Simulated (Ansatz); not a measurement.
Consider the following.

```
MoP
1.0
    3.13025     0.01091     0.01107
   -1.55568     2.83931    -0.02873
    0.01095    -0.02649     3.16922
Mo P
1 1
Cartesian
  0.00215  -0.01260  -0.00065
  1.57159   0.95306   1.58307
```

No spin polarisation.

Method: Ansatz (a quantum-chemistry and plane-wave program) PBEsol, spin-orbit coupling left out. Γ-centred 21×21×18 mesh, Fermi–Dirac width 0.1 eV.

Question: Predict the band gap and pressure.

Answer: 
- Band gap = zero
- Pressure (mean of the normal stresses, compression positive) = 0.6 GPa

The cells carry an imposed strain or load. Stability against distortions was not tested. The final runs are not spin-polarised. The cell was made from MoP (space group P-6m2, No. 187) by this change: strain tensor (xx, yy, zz, yz, xz, xy) = (−2.41, +2.41, −0.11, −0.84, +0.35, +0.34) %.
